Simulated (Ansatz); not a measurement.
# CsCl-type KI (model structure)

Method: HSE06 in Ansatz (PAW).

Run with plane-wave cutoff 500 eV, 6×6×6 k mesh, gaussian smearing 0.02 eV, scalar-relativistic PAW data made under PBE.

Cell (relaxed at this level):

```yaml
crystal:
  lattice:
    - [4.31572, 0.00000, 0.00000]
    - [0.00000, 4.31572, 0.00000]
    - [0.00000, 0.00000, 4.31572]
  atoms:
    - { symbol: K, position: [0.00000, 0.00000, 0.00000] }
    - { symbol: I, position: [0.50000, 0.50000, 0.50000] }
```

```json
{
 "band_gap": "4.26 eV (on the SCF k mesh)"
}
```

Note: the relaxation could raise the start's symmetry but not lower it, so the cell can be a saddle point.

Spin–orbit coupling is not included; with these elements it can move the gap by several tenths of an eV or more.

Computed values are for the static lattice.

Cost on a shared machine: very roughly 4 core-minutes.

A model structure was made by putting elements into a prototype or built by hand; it is no filed structure, need not be a known phase, and can be a saddle point held by its symmetry.

Ansatz is a program for electronic structure.
